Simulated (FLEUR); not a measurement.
A working FLEUR input for Si₂SrPd₂ (I4/mmm, 5 atoms in the cell) (DFT, LDA (Vosko-Wilk-Nusair), all-electron FLAPW (FLEUR), scalar-relativistic valence):

```xml
# input of inpgen
scf Sr(SiPd)2
&input film=f /
-2.1550000000 2.1550000000 4.9380000000
2.1550000000 -2.1550000000 4.9380000000
2.1550000000 2.1550000000 -4.9380000000
1.8897261246
1.0 1.0 1.0

5
14 0.3750000000 0.3750000000 0.0000000000
14 0.6250000000 0.6250000000 0.0000000000
38 0.0000000000 0.0000000000 0.0000000000
46 0.7500000000 0.2500000000 0.5000000000
46 0.2500000000 0.7500000000 0.5000000000

&comp jspins=1 /
&exco xctyp='vwn' /
&kpt div1=5 div2=5 div3=5 /
&end /
# inp.xml
<?xml version="1.0" encoding="UTF-8" standalone="no"?>
<fleurInput fleurInputVersion="0.39">
   <comment>
      scf Sr(SiPd)2                                                                                       
   </comment>
   <calculationSetup>
      <cutoffs Kmax="3.8" Gmax="15.2" GmaxXC="15.2" numbands="0"/>
      <scfLoop itmax="80" minDistance="0.00001" maxIterBroyd="40" imix="Anderson" alpha="0.05" precondParam="0.0" spinf="2.0"/>
      <coreElectrons ctail="T" frcor="F" kcrel="0" coretail_lmax="0"/>
      <xcFunctional name="vwn" relativisticCorrections="F"/>
      <magnetism jspins="1"/>
      <soc l_soc="F" theta="0.0" phi="0.0" spav="F"/>
      <expertModes spex="0" secvar="F"/>
      <geometryOptimization l_f="T" forcealpha="1.0" forcemix="BFGS" epsdisp="0.00001" epsforce="0.00001"/>
      <ldaU l_linMix="F" mixParam="0.05" spinf="1.0"/>
   </calculationSetup>
   <cell>
      <bzIntegration valenceElectrons="50.0" mode="hist" fermiSmearingEnergy="0.00367493">
         <kPointListSelection listName="default-1"/>
         <!-- k-points included here -->
         <xi:include xmlns:xi="http://www.w3.org/2001/XInclude" href="kpts.xml"> </xi:include>
      </bzIntegration>
      <!-- symmetry operations included here -->
      <xi:include xmlns:xi="http://www.w3.org/2001/XInclude" href="sym.xml"> </xi:include>
      <bulkLattice scale="1.0">
         <bravaisMatrix>
            <row-1>   -4.0723597985129993     4.0723597985129993     9.3314676032747990</row-1>
            <row-2>    4.0723597985129993    -4.0723597985129993     9.3314676032747990</row-2>
            <row-3>    4.0723597985129993     4.0723597985129993    -9.3314676032747990</row-3>
         </bravaisMatrix>
      </bulkLattice>
   </cell>
   <atomSpecies>
      <species name="Silicon (Si)" element="Si" atomicNumber="14">
         <mtSphere radius="2.13" gridPoints="751" logIncrement="0.015"/>
         <atomicCutoffs lmax="8" lnonsphr="6"/>
         <electronConfig flipSpins="F">
            <coreConfig>(1s1/2) (2s1/2) (2p1/2) (2p3/2)</coreConfig>
            <valenceConfig>(3s1/2) (3p1/2) (3p3/2)</valenceConfig>
            <stateOccupation state="(3p1/2)" spinUp="0.3333333333333" spinDown="0.3333333333333"/>
            <stateOccupation state="(3p3/2)" spinUp="0.6666666666667" spinDown="0.6666666666667"/>
         </electronConfig>
         <energyParameters s="3" p="3" d="3" f="4"/>
      </species>
      <species name="Strontium (Sr)" element="Sr" atomicNumber="38">
         <mtSphere radius="2.63" gridPoints="925" logIncrement="0.014"/>
         <atomicCutoffs lmax="10" lnonsphr="8"/>
         <electronConfig flipSpins="F">
            <coreConfig>(1s1/2) (2s1/2) (2p1/2) (2p3/2) (3s1/2) (3p1/2) (3p3/2) (3d3/2) (3d5/2)</coreConfig>
            <valenceConfig>(4s1/2) (4p1/2) (4p3/2) (5s1/2)</valenceConfig>
         </electronConfig>
         <energyParameters s="5" p="5" d="4" f="4"/>
         <lo type="SCLO" l="0" n="4" eDeriv="0"/>
         <lo type="SCLO" l="1" n="4" eDeriv="0"/>
      </species>
      <species name="Palladium (Pd)" element="Pd" atomicNumber="46">
         <mtSphere radius="2.16" gridPoints="761" logIncrement="0.017"/>
         <atomicCutoffs lmax="8" lnonsphr="6"/>
         <electronConfig flipSpins="F">
            <coreConfig>(1s1/2) (2s1/2) (2p1/2) (2p3/2) (3s1/2) (3p1/2) (3p3/2) (4s1/2) (3d3/2) (3d5/2)</coreConfig>
            <valenceConfig>(4p1/2) (4p3/2) (5s1/2) (4d3/2) (4d5/2)</valenceConfig>
            <stateOccupation state="(5s1/2)" spinUp="0.5" spinDown="0.5"/>
            <stateOccupation state="(4d3/2)" spinUp="1.8" spinDown="1.8"/>
            <stateOccupation state="(4d5/2)" spinUp="2.7" spinDown="2.7"/>
         </electronConfig>
         <energyParameters s="5" p="5" d="4" f="4"/>
         <lo type="SCLO" l="1" n="4" eDeriv="0"/>
      </species>
   </atomSpecies>
   <atomGroups>
      <atomGroup species="Silicon (Si)">
         <relPos label="                   1">3.000/8.000 3.000/8.000 .0000000000</relPos>
         <relPos label="                   2">-3.000/8.000 -3.000/8.000 .0000000000</relPos>
         <force calculate="T" relaxXYZ="TTT"/>
      </atomGroup>
      <atomGroup species="Strontium (Sr)">
         <relPos label="                   3">.0000000000 .0000000000 .0000000000</relPos>
         <force calculate="T" relaxXYZ="TTT"/>
      </atomGroup>
      <atomGroup species="Palladium (Pd)">
         <relPos label="                   4">-1.000/4.000 1.000/4.000 1.000/2.000</relPos>
         <relPos label="                   5">1.000/4.000 -1.000/4.000 1.000/2.000</relPos>
         <force calculate="T" relaxXYZ="TTT"/>
      </atomGroup>
   </atomGroups>
   <output dos="F" band="F" slice="F">
      <checks vchk="F" cdinf="F"/>
      <bandDOS minEnergy="-.5*Htr" maxEnergy="0.5*Htr" sigma="0.015" storeEVData="T"/>
      <vacuumDOS vacdos="F" integ="F" star="F" nstars="0" locx1="0.0" locy1="0.0" locx2="0.0" locy2="0.0" nstm="0" tworkf="0.0"/>
      <unfoldingBand unfoldBand="F" supercellX="1" supercellY="1" supercellZ="1"/>
      <plotting iplot="0" polar="F">
         <plot TwoD="T" vec1="  1.0  0.0  0.0" vec2="  0.0  1.0  0.0" vec3="  0.0  0.0  1.0" zero="  0.0  0.0  0.0" file="plot"/>
      </plotting>
      <chargeDensitySlicing numkpt="0" minEigenval="0.0" maxEigenval="0.0" nnne="0" pallst="F"/>
      <specialOutput eonly="F"/>
      <magneticCircularDichroism mcd="F" energyLo="-10.0" energyUp="0.0"/>
   </output>
  <!-- We include the file relax.xml here to enable relaxations (see documentation) -->
  <xi:include xmlns:xi="http://www.w3.org/2001/XInclude" href="relax.xml"> <xi:fallback/> </xi:include>
</fleurInput>
```

The run converged in 16 iterations: free energy E − TS -376582.1603 eV; Fermi level (on the code's own zero) 9.42 eV; largest force (vector length) 0.376 eV/Å. Each of these slips is then made, one at a time:

(1)
```diff
-         <atomicCutoffs lmax="8" lnonsphr="6"/>
+         <atomicCutoffs lmax="8" lnonsphr="14"/>
-         <atomicCutoffs lmax="10" lnonsphr="8"/>
+         <atomicCutoffs lmax="10" lnonsphr="14"/>
-         <atomicCutoffs lmax="8" lnonsphr="6"/>
+         <atomicCutoffs lmax="8" lnonsphr="14"/>
```

(2)
```diff
-      <cutoffs Kmax="3.8" Gmax="15.2" GmaxXC="15.2" numbands="0"/>
+      <cutoffs kmax="3.8" Gmax="15.2" GmaxXC="15.2" numbands="0"/>
```

(3)
```diff
-      <scfLoop itmax="80" minDistance="0.00001" maxIterBroyd="40" imix="Anderson" alpha="0.05" precondParam="0.0" spinf="2.0"/>
+      <scfLoop itmax="80" minDistance="0.00001" maxIterBroyd="40" imix="Broyden2" alpha="0.05" precondParam="0.0" spinf="2.0"/>
```

Question: How does each altered input end?

Answer: 
(1) A non-spherical cutoff above the angular cutoff of the basis. The program stopped before any SCF iteration.
```
Error message: lnonsph cannot be larger than lmax
Error from PE:0/1
```

(2) A keyword that the program does not know. The program stopped before any SCF iteration.
```
Error message: XML document cannot be validated against Schema.
Error occurred in subroutine: xml%ValidateDoc
Hint: If there are no details listed above this message use 'xmllint --xinclude --schema FleurInputSchema.xsd inp.xml'.
Error from PE:0/1
inp.xml:7: Schemas validity error : Element 'cutoffs', attribute 'kmax': The attribute 'kmax' is not a [...]
```

(3) An option that the input accepts and this version does not implement. The program stopped with an error.
```
Error message: Broyden 1/2 method not implemented
Error from PE:0/1
```

The starting cell comes from a database of published, mostly measured structures (it also holds non-ambient and calculated ones), without a prior relaxation at this level. Spin polarisation is off. Values depend on the basis (sphere radii, cutoffs, local orbitals), which need not be converged.

Left out of this page: 4 runs of the series outside the window shown, repeating another row's setting, or not comparable.
